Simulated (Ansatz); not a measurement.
# Input and output of a self-consistent single point for NaGa (Cm, 4 atoms in the cell) (Ansatz)

Method of the run: LDA (PW92), default PAW files made with PBE (plane waves; Ansatz, an electronic-structure program).

This input was run:

Ansatz 0.2 input:
```yaml
crystal:
  lattice:
    - [3.019180, -3.386649, 0.000000]
    - [3.019180, 3.386649, 0.000000]
    - [0.000000, 0.000000, 4.883057]
  atoms:
    - { symbol: Na, position_ang: [3.019180, -0.911754, 1.270762] }
    - { symbol: Na, position_ang: [3.019180, 0.911754, 3.662293] }
    - { symbol: Ga, position_ang: [3.019180, 2.800352, 1.220764] }
    - { symbol: Ga, position_ang: [3.019180, -2.800352, 3.662293] }
basis:
  ecutwfc: 30.9 Ry
kpoints:
  mp_grid:
    grid: [7, 7, 7]
hamiltonian:
  xc: lda
  pseudopotentials:
    kind: paw
scf:
  occupations:
    method: gaussian
    width: 0.0073 Ry
output:
  forces: true
  eigenvalues: true
  stress: true
```

Log, with long lists cut:

```
WARN ansatz: RAYON_NUM_THREADS=1 ignored (pool sized by the plan → 1); use --threads N
Pseudopotentials: kind: paw
Pseudopotential: Na, paw, valence charge 9
Pseudopotential: Ga, paw, valence charge 13
Crystal: 4 atoms, lattice volume = 99.858 Å³
Basis set: ecut = 420.4159175005146 eV, 1937 PW (Γ)
Bands: 27, of which v1, the nominal top of the filled ones, is band 22 counted from 1 (21 counted from 0)
Symmetry: 2 space group operations
Space group: Cm (ITA 8), of the structure as read, at distance tolerance 4.6e-5 Å
k-points: 100 of 343 (time reversal used)
PAW frozen core: Na, regenerated for the run's functional, and the local potential with it
PAW frozen core: Ga, regenerated for the run's functional, and the local potential with it
Initial density: superposition of atomic densities (neutral atoms: chi_scale 0, normalization atom), corrected by the library's trained network
Initial wavefunctions: pseudopotential atomic-orbital guess
Eigensolver: davidson
Functional: x = slater, c = lda
SCF iter   1: F=—  HF=-10346.724626 eV  |F-HF|=—  |Δ(HF+E_count)|=         —  Δρ=6.49e-3  dr2=2.63e-2  ethr=1.77e-3  ⟨swp⟩=5.9  Hψ=10892  notcnv=0
all-band conjugate gradients solve this SCF's bands
preconditioner: auto → Kerker (q_TF=auto, 2.380 Å⁻¹)
SCF iter   2: F=—  HF=-10346.711030 eV  |F-HF|=—  |Δ(HF+E_count)|=   1.36e-2  Δρ=2.70e-3  dr2=7.26e-3  ethr=5.97e-5  ⟨swp⟩=2.0  Hψ=4300  notcnv=0
SCF iter   3: F=—  HF=-10346.709334 eV  |F-HF|=—  |Δ(HF+E_count)|=   1.70e-3  Δρ=8.04e-4  dr2=1.43e-3  ethr=1.65e-5  ⟨swp⟩=3.0  Hψ=4864  notcnv=0
SCF iter   4: F=—  HF=-10346.709269 eV  |F-HF|=—  |Δ(HF+E_count)|=   6.50e-5  Δρ=4.81e-4  dr2=1.48e-4  ethr=3.24e-6  ⟨swp⟩=2.0  Hψ=4049  notcnv=0
SCF iter   5: F=—  HF=-10346.709052 eV  |F-HF|=—  |Δ(HF+E_count)|=   2.17e-4  Δρ=1.52e-4  dr2=2.24e-5  ethr=3.37e-7  ⟨swp⟩=2.0  Hψ=3877  notcnv=0
SCF iter   6: F=—  HF=-10346.709054 eV  |F-HF|=—  |Δ(HF+E_count)|=   2.13e-6  Δρ=3.96e-5  dr2=1.64e-6  ethr=5.09e-8  ⟨swp⟩=2.5  Hψ=3969  notcnv=0  defer=2
SCF iter   7: F=—  HF=-10346.709054 eV  |F-HF|=—  |Δ(HF+E_count)|=   4.02e-8  Δρ=1.84e-5  dr2=2.41e-7  ethr=3.73e-9  ⟨swp⟩=2.0  Hψ=4583  notcnv=0  defer=2
SCF iter   8: F=-10346.709054 eV  HF=-10346.709054 eV  |F-HF|=8.04e-9  |Δ(HF+E_count)|=   1.58e-7  Δρ=2.31e-6  dr2=1.13e-8  ethr=2.27e-10  ⟨swp⟩=6.9  Hψ=10514  notcnv=0
SCF 1 converged in 8 iterations: F = -10346.709054 eV  dr2 = 1.13e-8
SCF converged after 8 iterations
Free energy (F): -10346.709054 eV
Harris-Foulkes:  -10346.709054 eV  (|F-HF|=8.04e-9)
Internal energy: -10346.697024 eV  (E = F + TS)
E sigma→0 (E₀):  -10346.703039 eV
Entropy (-TS):   -0.012030 eV (-3.008 meV/atom)
Fermi energy:    4.566731 eV
--- Per-component energies (eV) ---
  E_band       = -623.832148
  E_kinetic    = 470.079765
  E_local      = -6868.179930  (includes V_loc(G=0)·N_el)
  E_nonlocal   = 1079.534680
  E_hartree    = 2901.364828
  E_xc         = -212.850688
  E_vxc        = -214.615661  (∫ρ·V_xc dr)
  E_paw        = -4306.084730  (= ΣΔE_a)
  E_vpaw       = -893.379912  (= ΣTr[D̂ρ^β])
  E_aug_tail   = -0.000277  (compensation charges beyond the density's cutoff)
  E_ewald      = -3414.299412
  E_core_change = 3.738740  (= ΣΔE_core)
  E_smearing   = -0.012030  (= −TS)
  E_closure    = 0.000000  (closes the sum)
  Σ components = -10346.709054   (vs F -10346.709054, Δ=0.00e0)
--- Forces (eV/Å), atoms counted from 1 ---
  atom   1  Na     0.00000000    -0.13671868    -0.07787260
  atom   2  Na    -0.00000000     0.13910244     0.04640092
  atom   3  Ga     0.00000000     0.22167247    -0.00811673
  atom   4  Ga    -0.00000000    -0.22405533     0.03958943
  max |Σ_I F_I| component: 1.01e-6 eV/Å
--- Stress (GPa, compression-positive) ---
       -1.224003      -0.000000       0.000000
       -0.000000      -1.544681       0.026378
        0.000000       0.026378      -4.116041
  P = ⅓ Tr σ = -2.2949 GPa (-22.949 kbar)
  The stress holds the Pulay correction. Without it, at fixed plane waves, as pw.x and ABINIT print it: P = -2.3033 GPa
--- Band table (eV; the first three rows and the last of 100) ---
  k-point 0: bands = ["-47.3883", "-47.3779", "-19.9551", "-19.9176", "-19.8879", "-19.8807", "-19.8779", "-19.8699", "-10.3552", "-10.2966", "-10.2939", "-10.2858", "-10.2712", "-10.2610", "-10.2211", "-10.1673", "-10.1546", "-10.1518", "-3.3822", [...]
  k-point 1: bands = ["-47.3878", "-47.3784", "-19.9543", "-19.9203", "-19.8874", "-19.8794", "-19.8784", "-19.8696", "-10.3583", "-10.3215", "-10.2974", "-10.2752", "-10.2740", "-10.2512", "-10.2425", "-10.1558", "-10.1408", "-10.1392", "-3.2566", [...]
  k-point 2: bands = ["-47.3864", "-47.3798", "-19.9519", "-19.9270", "-19.8860", "-19.8797", "-19.8763", "-19.8693", "-10.3668", "-10.3516", "-10.3003", "-10.2813", "-10.2723", "-10.2646", "-10.2305", "-10.1673", "-10.1096", "-10.1057", "-2.8796", [...]
  k-point 99: bands = ["-47.3875", "-47.3785", "-19.9518", "-19.9231", "-19.8949", "-19.8818", "-19.8750", "-19.8715", "-10.3607", "-10.3212", "-10.2988", "-10.2756", "-10.2678", "-10.2469", "-10.2437", "-10.1535", "-10.1437", "-10.1348", "-2.2473", [...]
```

The run converged in 8 iterations.

The starting cell comes from a database of computed structures (which also holds hypothetical and non-ambient phases and stackings), without a prior relaxation at this level. Its lattice was rescaled by up to half a per cent. One atom was moved a little off its site on purpose. Ansatz's pressure includes its estimate of the finite-basis (Pulay) stress.
